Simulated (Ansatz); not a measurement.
A computed series for Ga2O3: pressure series

The parent structure is Ga₂O₃ (space group C2/m, No. 12; a = 12.2547 Å, b = 3.0389 Å, c = 5.8078 Å, α = 90.00°, β = 103.81°, γ = 90.00°).

Cell and atoms are relaxed at each pressure.

Computed with r2SCAN (Ansatz, a first-principles code; PAW; 500 eV plane waves; no spin-orbit coupling), earlier PAW set.

| pressure (GPa) | volume per atom (Å³/atom) |
|---|---|
| 0 | 10.502 |
| 0.9 | 10.450 |
| 2.1 | ? |
| 4.5 | 10.255 |
| 9 | 10.031 |
| 15 | 9.759 |

Fit the third-order Birch–Murnaghan form P(V) = (3B₀/2)[(V₀/V)^(7/3) − (V₀/V)^(5/3)]·[1 + (3/4)(B₀′ − 4)((V₀/V)^(2/3) − 1)] (squares taken in P) to the rows shown and predict the withheld row.

Least squares on the printed values gives V₀ = 10.502 Å³/atom, B₀ = 183 GPa, B₀′ = 3.1; this predicts 10.384 Å³/atom, and the run gives 10.383 Å³/atom, in agreement.

Measured bulk modulus of Ga2O3: 184 GPa (room temperature; as listed in Lion, Konstantin, Pavone, Pasquale, Draxl, Claudia, arXiv (2021)); the computed value is for a static lattice, so the two differ by thermal effects too.

Load acts through the strain it causes; cell and atoms are relaxed under it. No phonon test of stability was made. Competing high-pressure phases were not computed.
